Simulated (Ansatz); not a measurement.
This concerns the energy of one form of SiC over another. The value is E(A) − E(B), in meV per atom.

A: SiC (2H, wurtzite, P6₃mc), 4 atoms in the cell, k-point mesh 12×12×8 on the run's own vectors.
```xyz
4
Lattice="3.0919 0.0000 0.0000 -1.5460 2.6777 0.0000 0.0000 0.0000 5.0743" Properties=species:S:1:pos:R:3 pbc="T T T"
C      0.0000     1.7851     0.0030
Si     1.5460     0.8926     0.6330
C      1.5460     0.8926     2.5401
Si     0.0000     1.7851     3.1701
```

B: SiC (3C, zinc blende, F-43m), 2 atoms in the cell, k-point mesh 14×14×14 on the run's own vectors.
```xyz
2
Lattice="0.0000 2.1897 2.1897 2.1897 0.0000 2.1897 2.1897 2.1897 0.0000" Properties=species:S:1:pos:R:3 pbc="T T T"
C      0.0000     0.0000     0.0000
Si     1.0949     1.0949     1.0949
```

All numbers come from Ansatz (a quantum-chemistry and plane-wave program), plane waves with PAW, its default PAW set, cutoff 420 eV, 500 eV for r2SCAN. The structures are at rest with PBE; other levels are single points on them. HSE06 runs on coarser k-point meshes, mended by the PBE difference between the two meshes. Neutral cells; Fermi-Dirac smearing of at most 0.05 eV in the solids, energies taken to zero width. The lattices are those relaxed with PBE, so at other levels the solids can be strained, which adds to the spread. A dispersion term (D3(BJ), or D4 for r2SCAN) was computed beside these levels and is taken off wherever the name lacks it. No zero-point or thermal terms.

Question: What is the computed value (HSE06)?

Answer: 2 meV/atom for A less B, too close to call.

Question: What do the other levels give, and how wide is the spread?

Answer: 
```
Functional  value (meV/atom)  less HSE06
----------  ----------------  ----------
r2SCAN                     4           2
```

The levels span only 2 meV/atom, too little to tell them apart.
